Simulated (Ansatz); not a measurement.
Results of PBEsol (PAW; Ansatz, a quantum-chemistry and plane-wave program) for TiC (model structure, started from the FeB type, Fm-3m, No. 225, 8 atoms in the cell).

Numerical settings: plane-wave cutoff 520 eV, 10×18×12 k mesh (along the axes of the cell as run), Fermi–Dirac smearing 0.05 eV, no spin polarisation, scalar-relativistic PAW data made under PBE.

Cell (relaxed at this level):

```cif
data_C4Ti4
_chemical_formula_sum 'Ti4 C4'
_space_group_name_H-M_alt 'P 1'
_space_group_IT_number 1
_cell_length_a 6.07092
_cell_length_b 3.03564
_cell_length_c 4.29253
_cell_angle_alpha 90.000
_cell_angle_beta 90.000
_cell_angle_gamma 90.000
loop_
_space_group_symop_operation_xyz
  'x, y, z'
loop_
_atom_site_label
_atom_site_type_symbol
_atom_site_fract_x
_atom_site_fract_y
_atom_site_fract_z
_atom_site_occupancy
Ti1 Ti 0.12500 0.25000 0.25000 1
Ti2 Ti 0.37500 0.75000 0.75000 1
Ti3 Ti 0.87500 0.75000 0.75000 1
Ti4 Ti 0.62500 0.25000 0.25000 1
C1 C 0.12500 0.25000 0.75000 1
C2 C 0.37500 0.75000 0.25000 1
C3 C 0.87500 0.75000 0.25000 1
C4 C 0.62500 0.25000 0.75000 1
```

**Question.** What does this level give for the bulk modulus?

**Answer.** 
* **bulk modulus**: 268 GPa

Note: the bulk modulus is −V dP/dV from two relaxed cells at ±2 % in volume.

Computed values are for the static lattice.

The result took around 30 core-minutes (rough).

A model structure was made by putting elements into a prototype or built by hand; here it ended with the formula and space group of a phase in our tables.
